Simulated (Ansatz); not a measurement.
Consider TiSi2 (space group Fddd, No. 70).

```
CELL_PARAMETERS angstrom
      0.00000     4.11603     4.26094
      2.39020     0.00000     4.26094
      2.39020     4.11603     0.00000
ATOMIC_POSITIONS crystal
  Si 0.66250 0.33750 0.66250
  Si 0.33750 0.66250 0.33750
  Si 0.58750 0.91250 0.58750
  Si 0.91250 0.58750 0.91250
  Ti 0.00000 0.00000 0.00000
  Ti 0.25000 0.25000 0.25000
```

Cartesian axes are those of the cell as printed.

Calculations: r2SCAN, PAW, 500 eV (Ansatz, a quantum-chemistry and plane-wave program; scalar-relativistic without spin-orbit coupling), earlier PAW set.

For the base:

Pressure: 0.0 GPa
Shortest interatomic distance: 2.520 Å
Band gap: zero

It is then changed as follows: biaxial strain +2.23 %, plane normal [001], relaxed out of plane (Cartesian); in-plane vectors clamped, the third vector and the atoms free.

### Question
Predict the new pressure, energy relative to the base, shortest interatomic distance and band gap.

### Answer
The pressure (mean of the normal stresses, compression positive) goes from zero to -4.4 GPa; the energy increases by 13 meV/atom; the shortest interatomic distance increases by 0.0086 Å (2.520 Å → 2.528 Å); the band gap is still zero.

Without a gap, meshes like the base's 13×13×13 leave anisotropic stresses uncertain by several tenths of a GPa, and small strain energies with them. No phonon test of stability was made. The final runs are not spin-polarised.
